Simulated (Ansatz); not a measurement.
Take SiO2 (space group P3_221, No. 154; a = 4.866 Å, c = 5.365 Å) as the base.

All numbers come from LDA (Ansatz, a first-principles code, PAW, no spin-orbit coupling).

Strains are applied to the cell and any free atomic positions relax.

One change was made to it. Results:

The energy increases by 5.4 meV/atom; the pressure (mean of the normal stresses, compression positive) goes from zero to -1.87 GPa; the largest internal atomic displacement amounts to 0.154 Å.

Question: Name the change that was made.
A. isotropic strain +2.25 %
B. isotropic strain +1.50 %
C. isotropic strain +0.75 %
D. isotropic strain +3.00 %

Answer: A, isotropic strain +2.25 %. For comparison, the energy relative to the base in the other runs: isotropic strain +3.00 % gives +9.1 meV/atom; isotropic strain +1.50 % gives +2.5 meV/atom; isotropic strain +0.75 % gives +0.6 meV/atom.

No phonon test of stability was made.
